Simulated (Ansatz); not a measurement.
Base system: AgI in the zinc blende structure (space group F-43m, No. 216).

```
AgI
1.0
    0.00000     3.22488     3.22488
    3.22488     0.00000     3.22488
    3.22488     3.22488     0.00000
Ag I
1 1
Direct
  0.00000   0.00000   0.00000
  0.25000   0.25000   0.25000
```

Method: PBEsol/PAW in Ansatz (a quantum-chemistry and plane-wave program), spin-orbit coupling left out.

Its conduction minimum is a single valley at Γ with mass 0.15 mₑ.

Perturbation: 0.0671 electrons added to each cell, a density of 1.0×10^21 cm⁻³, with a uniform compensating background at fixed cell and a 300 K Fermi–Dirac width.

Where would a parabolic band put the Fermi level, and where does the calculation put it?

k_F = (3π²n)^(1/3) = 0.309 Å⁻¹, so ħ²k_F²/2m = 2.4 eV above the band edge at zero temperature. The calculation gives 1.10 eV (to 0.05 eV): the band is strongly non-parabolic or higher valleys fill at this density.

Carriers are added with a uniform compensating background; total energy and stress of such cells depend on the potential's zero and are not compared; many-body gap narrowing is missing at this level. With I present, leaving out spin-orbit coupling can change the band edges. The levels and masses belong to the bands next to the band gap. Masses are band curvatures over ±0.01 Å⁻¹ around the edge. Stability against distortions was not tested.
